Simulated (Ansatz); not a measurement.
System: SrCuO2 (Cmcm, No. 63). Method: PBEsol-D3(BJ) (PAW; Ansatz, a program for electronic structure).

Run with plane-wave cutoff 520 eV, 16×16×14 k mesh (along the axes of the cell as run), Fermi–Dirac smearing 0.05 eV, no spin polarisation, scalar-relativistic PAW data made under PBE.

Energies at three volumes about the minimum:

```csv
V (Å³/atom),E − E_lowest (meV/atom)
13.302,1.66
13.573,0.00
13.845,1.56
```

Fit a parabola by hand: where is the minimum, and what is the bulk modulus?

Slopes: (0.00 − 1.66)/(13.573 − 13.302) = -6.125 and (1.56 − 0.00)/(13.845 − 13.573) = 5.735 meV/Å³. Curvature E″ = 2 × (5.735 − (-6.125))/(13.845 − 13.302) = 43.683 meV/Å⁶. From the middle of the first interval, the slope vanishes at V0 = 13.4375 − (-6.125)/43.683 = 13.578 Å³/atom. B = V0 E″ = 13.578 × 43.683 meV/Å³ × 0.1602 GPa per meV/Å³ = 95.0 GPa. The full Birch–Murnaghan fit to all volumes gives V0 = 13.573 Å³/atom and B0 = 94.9 GPa.

Shape and atoms are relaxed at each volume.

Measured, for comparison: equilibrium volume per atom 14.31 Å³/atom (temperature not stated, no zero-point or thermal correction; as tabulated in Yoshitaka Matsushita and Yasunao Oyama and Masashi Hasegawa and Humihiko Takei, Journal of Solid State Chemistry 114, 289 (1994)). Computed (rounded) less measured: equilibrium volume per atom -5.2 %.

Note: the run has no spin polarisation, so it can have missed a magnetic state; the magnetic order was assumed, not searched for or taken from measurement; the volume lies 5 % below that of the published cell; the bulk modulus comes from volumes at which shape and atoms were relaxed; functionals without U or exact exchange can leave correlated insulators metallic, so the missing gap need not be real.
